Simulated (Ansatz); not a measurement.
We consider fluorite CoSi2, described by r²SCAN (Ansatz, a program for electronic structure, plane waves, PAW).

Numerical settings: plane-wave cutoff 560 eV, 18×18×18 k mesh, Fermi–Dirac smearing 0.05 eV, no spin polarisation, scalar-relativistic PAW data made under PBE.

Computed points:

```json
[
 {"V (Å³/atom)": "11.761", "E − E_lowest (meV/atom)": "30.94"},
 {"V (Å³/atom)": "12.012", "E − E_lowest (meV/atom)": "13.24"},
 {"V (Å³/atom)": "12.262", "E − E_lowest (meV/atom)": "3.19"},
 {"V (Å³/atom)": "12.512", "E − E_lowest (meV/atom)": "0.00"},
 {"V (Å³/atom)": "12.762", "E − E_lowest (meV/atom)": "2.96"},
 {"V (Å³/atom)": "13.013", "E − E_lowest (meV/atom)": "11.44"},
 {"V (Å³/atom)": "13.263", "E − E_lowest (meV/atom)": "24.84"}
]
```

Problem. What bulk modulus B0 and pressure derivative B′ does a third-order Birch–Murnaghan fit give?

Solution. V0 = 12.512 Å³/atom, B0 = 197 GPa, B′ = 4.5 (fit to the energies at full precision).

Measured, for comparison: equilibrium volume per atom 12.87 Å³/atom (room temperature, no zero-point or thermal correction; as tabulated in Hegde and Bowen (2014), arXiv:1405.1317). Computed (rounded) less measured: equilibrium volume per atom -2.8 %.

Static lattice: no zero-point or thermal effects.

It cost about 2.7 core-minutes (a rough figure) of CPU time.
